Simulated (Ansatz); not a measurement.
The starting structures come from a database of crystals and need not be the phases stable at ambient conditions.

Tunnelling through a barrier is set by its complex band structure: the current falls as exp(−2κd) with the smallest κ.

Consider the following.

```
Bi2Ca4O
1.0
    4.75323     0.00000     0.00000
    0.00000    16.53793     0.00000
    2.37662     8.26896     2.37662
Ca Bi O
4 2 1
Direct
  0.00000   0.66272   0.00000
  0.00000   0.33728   0.00000
  0.50000   0.00000   0.00000
  0.50000   0.50000   0.00000
  0.00000   0.85924   0.00000
  0.00000   0.14076   0.00000
  0.00000   0.50000   0.00000
```

Space group of this cell: I4/mmm. The cell is taken as given.

Transport runs along the normal of the first two printed cell vectors, the (100) plane of the conventional cell.

No gap correction and no spin-orbit coupling; mid-gap values are interpolated between computed energies.

Question: Predict the band gap and the smallest decay constant κ at mid-gap from Ansatz (a program for electronic structure) with r2SCAN.

Answer: Gap 1.20 eV on a 12×12×12 mesh; κ = 0.097 1/Å, at the zone centre.
